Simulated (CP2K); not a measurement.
Band structure of Al₃Sc (Pm-3m, 4 atoms in the cell).

```xyz
4
Lattice="4.0783 0.0000 0.0000 0.0000 4.0783 0.0000 0.0000 0.0000 4.0783" Properties=species:S:1:pos:R:3 pbc="T T T"
Sc     0.0000     0.0000     0.0000
Al     0.0000     2.0391     2.0391
Al     2.0391     0.0000     2.0391
Al     2.0391     2.0391     0.0000
```

Level of theory: PBE, GPW, DZVP-MOLOPT-PBE-GTH basis, GTH-PBE potentials (POTENTIAL_UZH) (CP2K 2026.2).

Settings: CUTOFF = 600 Ry; REL_CUTOFF = 60 Ry; SMEAR/METHOD = GAUSSIAN; SIGMA = 0.272 eV; KPOINTS/SCHEME = MONKHORST-PACK 8 8 8; GAMMA_CENTERED = T; XC_FUNCTIONAL = PBE; Sc/BASIS_SET = DZVP-MOLOPT-PBE-GTH-q11; Sc/POTENTIAL = GTH-PBE-q11; Al/BASIS_SET = DZVP-MOLOPT-PBE-GTH-q3; Al/POTENTIAL = GTH-PBE-q3; METHOD = GPW; EPS_DEFAULT = 1e-10; EXTRAPOLATION = USE_GUESS.

The starting cell has typed, rounded lattice constants, without a prior relaxation at this level. Its lattice was rescaled by a random factor within 2.5 % of one. Values carry the incompleteness of an atom-centred basis.

Levels in eV from the Fermi level, bands 7 to 12:
```
point      7      8      9     10     11    12
-----  -----  -----  -----  -----  -----  ----
Γ      -2.66  -1.86  -1.86  -1.86   1.30  1.30
X      -1.76  -1.76  -1.51   0.88   0.99  0.99
M      -5.69  -4.40  -0.56  -0.56   1.17  1.39
R      -4.85  -4.57  -3.01  -3.01  -3.01  0.96
```

Bands cross the Fermi level along this path, so the cell is metallic at this level.

Higher empty bands are left out: an atom-centred basis made for the valence describes them poorly.
